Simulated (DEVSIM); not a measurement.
System: InP n-i-p diode, at 400 K.

Layer 1 from the left is InP, thickness (μm) 0.130, Nd (cm⁻³) 1e17, τn (s) 8.9e-10, τp (s) 8.9e-10. Layer 2 from the left is InP, thickness (μm) 5.00, Na (cm⁻³) 4.3e12, τn (s) 8.9e-10, τp (s) 8.9e-10. Layer 3 from the left is InP, thickness (μm) 0.360, Na (cm⁻³) 1e18, τn (s) 8.9e-10, τp (s) 8.9e-10.

Left contact: ohmic. Right contact: ohmic. Voltage is applied to the left contact. Recombination: SRH at mid-gap. Mobility is constant in doping.

Constants are typed, rounded textbook-type inputs, not results; the design itself was drawn at random and stands for no fabricated device. Values at 300 K; Nc and Nv go as T^1.5, mobilities as T to minus their exponent, the gap by Varshni's rule with the affinity fixed.

InP: gap (eV) 1.344, affinity (eV) 4.38, permittivity 12.5, Nc (cm⁻³) 5.7e17, Nv (cm⁻³) 1.1e19, μn (cm²/Vs) 5200, μp (cm²/Vs) 170, T exponent of μn 2, T exponent of μp 2, Varshni α (eV/K) 0.000363, Varshni β (K) 162.

Simulated with DEVSIM: 1D drift-diffusion, Boltzmann statistics, complete ionisation; no tunnelling, impact ionisation, image-force lowering or self-heating.

### Question
What does the simulation give for the potential step across the device at zero bias, the dark forward voltage at 100 A/cm², the dark forward voltage at 1 A/cm²?

### Answer
potential step across the device at zero bias 1.139 V; dark forward voltage at 100 A/cm² 0.999 V; dark forward voltage at 1 A/cm² 0.591 V.
